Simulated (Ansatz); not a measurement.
A self-consistent single point of Y2CuTe4 (Fd-3m, 14 atoms in the cell) with Ansatz (a quantum-chemistry and plane-wave program).

Level of theory: PBE (plane waves, PAW; Ansatz).

```
CELL_PARAMETERS angstrom
      0.00000     6.05163     6.05163
      6.05163     0.00000     6.05163
      6.05163     6.05163     0.00000
ATOMIC_POSITIONS crystal
  Y  0.12500 0.12500 0.12500
  Y  0.62500 0.12500 0.12500
  Y  0.12500 0.62500 0.12500
  Y  0.12500 0.12500 0.62500
  Cu 0.75000 0.75000 0.75000
  Cu 0.50000 0.50000 0.50000
  Te 0.36260 0.36260 0.36260
  Te 0.91220 0.36260 0.36260
  Te 0.36260 0.91220 0.36260
  Te 0.36260 0.36260 0.91220
  Te 0.88740 0.88740 0.88740
  Te 0.33780 0.88740 0.88740
  Te 0.88740 0.33780 0.88740
  Te 0.88740 0.88740 0.33780
```

Reference input (self-consistent single point, DFT, PBE, plane waves, default PAW files): basis.ecutwfc = 420 eV; kpoints.mp_grid.grid = 3 3 3; hamiltonian.xc = pbe; hamiltonian.pseudopotentials = {kind: paw} (the program's default PAW files); scf.occupations.method = gaussian; scf.occupations.width = 0.2 eV. This run's input differs from it in these lines:

Ansatz 0.2 input:
```diff
@@ -21,3 +21,3 @@
 basis:
-  ecutwfc: 420.0
+  ecutwfc: 295.0
 kpoints:
```

Log, with long lists cut:

```
SCF iter   1: F=—  HF=-84493.805488 eV  |F-HF|=—  |Δ(HF+E_count)|=         —  Δρ=2.46e-3  dr2=2.37e-2  ethr=1.77e-3  ⟨swp⟩=5.5  Hψ=1793  notcnv=0
all-band conjugate gradients solve this SCF's bands
preconditioner: auto → LDOS
SCF iter   2: F=—  HF=-84494.000565 eV  |F-HF|=—  |Δ(HF+E_count)|=   1.95e-1  Δρ=1.94e-2  dr2=1.14e0  ethr=1.13e-5  ⟨swp⟩=4.0  Hψ=1153  notcnv=0  defer=5
   [... lines left out ...]
SCF iter   6: F=—  HF=-84493.772730 eV  |F-HF|=—  |Δ(HF+E_count)|=   1.52e-4  Δρ=9.61e-5  dr2=2.21e-5  ethr=2.02e-7  ⟨swp⟩=2.0  Hψ=819  notcnv=0
SCF iter   7: F=—  HF=-84493.772699 eV  |F-HF|=—  |Δ(HF+E_count)|=   3.04e-5  Δρ=3.31e-5  dr2=5.06e-6  ethr=1.05e-8  ⟨swp⟩=2.0  Hψ=584  notcnv=0
SCF iter   8: F=—  HF=-84493.772701 eV  |F-HF|=—  |Δ(HF+E_count)|=   1.14e-6  Δρ=7.65e-6  dr2=2.61e-7  ethr=2.41e-9  ⟨swp⟩=2.0  Hψ=575  notcnv=0
SCF iter   9: F=-84493.772701 eV  HF=-84493.772701 eV  |F-HF|=1.30e-9  |Δ(HF+E_count)|=   7.72e-8  Δρ=5.36e-7  dr2=7.39e-10  ethr=4.76e-11  ⟨swp⟩=10.2  Hψ=1989  notcnv=0
SCF 1 converged in 9 iterations: F = -84493.772701 eV  dr2 = 7.39e-10
Free energy (F): -84493.772701 eV
Internal energy: -84493.659194 eV  (E = F + TS)
E sigma→0 (E₀):  -84493.715947 eV
Entropy (-TS):   -0.113507 eV (-8.108 meV/atom)
Fermi energy:    7.842087 eV
--- Forces (eV/Å), atoms counted from 1 ---
  atom   1  Y     -0.00000000    -0.00000000    -0.00000000
  atom   2  Y      0.00000000     0.00000000     0.00000000
  atom   3  Y      0.00000000     0.00000000    -0.00000000
  atom   4  Y      0.00000000    -0.00000000     0.00000000
  atom   5  Cu     0.00000000     0.00000000    -0.00000000
  atom   6  Cu    -0.00000000     0.00000000    -0.00000000
  atom   7  Te     1.52012739     1.52012739     1.52012739
  atom   8  Te     1.52012739    -1.52012739    -1.52012739
   [... lines left out ...]
  atom  14  Te     1.52012739     1.52012739    -1.52012739
--- Stress (GPa, compression-positive) ---
        6.931204      -0.000000      -0.000000
       -0.000000       6.931204       0.000000
        0.000000       0.000000       6.931204
  P = ⅓ Tr σ = 6.9312 GPa (69.312 kbar)
  The stress holds the Pulay correction. Without it, at fixed plane waves, as pw.x and ABINIT print it: P = 2.0098 GPa
```

The run converged in 9 iterations. Against the reference run the free energy rises by 91.1 meV/atom, the pressure moves little (6.91 to 6.93 GPa) and the largest force goes from 2.652 to 2.633 eV/Å.

The starting cell was generated: these elements placed on a structure prototype, without a prior relaxation; it need not be a known phase or ordering of this composition. Spin-orbit coupling is off. Spin polarisation is off. Forces in this geometry exceed 1 eV/Å. Ansatz's pressure includes its estimate of the finite-basis (Pulay) stress. Without the estimate this run gives 2.01 GPa. The cutoff lies below the one recommended for these files.
